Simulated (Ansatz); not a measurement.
The starting structures come from a database of crystals and need not be the phases stable at ambient conditions.

 Where the default PAW files enter, the runs use the earlier of Ansatz's two default sets.

```xyz
4
Lattice="3.2082 0.0000 0.0000 -1.6041 2.7784 0.0000 0.0000 0.0000 5.0969" Properties=species:S:1:pos:R:3 pbc="T T T"
Al     0.0000     0.0000     5.0931
Ga     1.6041     0.9261     2.5340
N      1.6041     0.9261     0.5698
N      0.0000     0.0000     3.2017
```

Space group of this cell: P3m1. The cell is strained (lengths across the current scaled by 1.02, ions clamped); by r2SCAN its mean pressure is -7.8 GPa.

Transport runs along the normal of the first two printed cell vectors, the (001) (indices of the unstrained crystal) plane of the conventional cell.

No gap correction and no spin-orbit coupling; mid-gap values are interpolated between computed energies.

Problem. State the band gap and the smallest decay constant κ at mid-gap according to Ansatz (a program for electronic structure) with r2SCAN.

Solution. Gap 3.12 eV on a 12×12×6 mesh; κ = 0.213 1/Å, at the zone centre.
